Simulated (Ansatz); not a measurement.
**Pressure series in MoS2**

The parent structure is MoS2 in the 3R-MoS2 type structure (space group R3m, No. 160; a = 3.1754 Å, c = 18.5860 Å (hexagonal axes); layered, stacked along the Cartesian z axis).

Cell and atoms are relaxed at each pressure.

Computed with r2SCAN+rVV10 (Ansatz, a program for electronic structure), no SOC, earlier PAW set.

| change | smallest direct gap | band gap | volume per atom |
|---|---|---|---|
| base | 1.79 eV | 1.02 eV | 18.03 Å³ |
| pressure −1 GPa | 1.77 eV | 1.10 eV | 18.64 Å³ |
| pressure 0.3 GPa | 1.80 eV | 1.00 eV | 17.90 Å³ |
| pressure 0.7 GPa | 1.81 eV | 0.96 eV | 17.74 Å³ |
| pressure 1.5 GPa | 1.83 eV | 0.90 eV | 17.46 Å³ |
| pressure 3 GPa | 1.86 eV | 0.80 eV | 17.05 Å³ |
| pressure 5 GPa | 1.90 eV | 0.70 eV | 16.61 Å³ |
| pressure 7.5 GPa | 1.95 eV | 0.59 eV | 16.18 Å³ |
| pressure 10 GPa | 1.91 eV | 0.49 eV | 15.82 Å³ |

Load acts through the strain it causes; cell and atoms are relaxed under it. Whether these cells are dynamically stable was not tested. Competing high-pressure phases were not computed.
